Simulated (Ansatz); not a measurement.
Start from WSi2 (space group I4/mmm, No. 139; relaxed with 0.1 eV smearing).

```
WSi2
1.0
   -1.60119     1.60119     3.90885
    1.60119    -1.60119     3.90885
    1.60119     1.60119    -3.90885
Si W
2 1
Cartesian
  0.00000   0.00000   5.20287
  0.00000   0.00000   2.61483
  0.00000   0.00000   0.00000
```

Cartesian axes are those of the cell as printed.

All numbers come from Kohn–Sham DFT with the PBEsol functional, run in Ansatz (a program for electronic structure) with PAW and 420 eV plane waves, no SOC.

For the base:

The pressure is 0.0 GPa.

The change: biaxial strain +0.50 %, plane normal [001], relaxed out of plane (Cartesian); in-plane vectors clamped, the third vector and the atoms free.

Predict the new pressure and out-of-plane strain.

The pressure (mean of the normal stresses, compression positive) goes from zero to -1.7 GPa; the out-of-plane strain amounts to -0.18 %.

Stability against distortions was not tested. All final runs are without spin polarisation.
